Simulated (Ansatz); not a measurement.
Si (P6₃/mmc, No. 194, 4 atoms in the cell; start mp-165; another form than the element's usual one), treated with LDA (plane waves, PAW; Ansatz, a quantum-chemistry and plane-wave program).

Settings: plane-wave cutoff 520 eV, 12×12×6 k mesh (along the axes of the cell as run), Fermi–Dirac smearing 0.01 eV, scalar-relativistic PAW data made under PBE.

Computed at the level's own relaxed cell.

```yaml
crystal:
  lattice:
    - [3.80169, 0.00000, 0.00000]
    - [-1.90084, 3.29236, 0.00000]
    - [0.00000, 0.00000, 6.28975]
  atoms:
    - { symbol: Si, position: [0.33333, 0.66667, 0.06305] }
    - { symbol: Si, position: [0.66667, 0.33333, 0.93695] }
    - { symbol: Si, position: [0.66667, 0.33333, 0.56305] }
    - { symbol: Si, position: [0.33333, 0.66667, 0.43695] }
```

Task: List the 9 lowest band energies at Γ above −25 eV (eV, relative to the valence band maximum), grouping those that round alike.

Result: At Γ: -12.36, -10.03, -7.36, -1.54 (×2), -0.37, 0.00 (×2), 0.99.

A start named mp-… is a Materials Project structure, which need not be a measured phase.
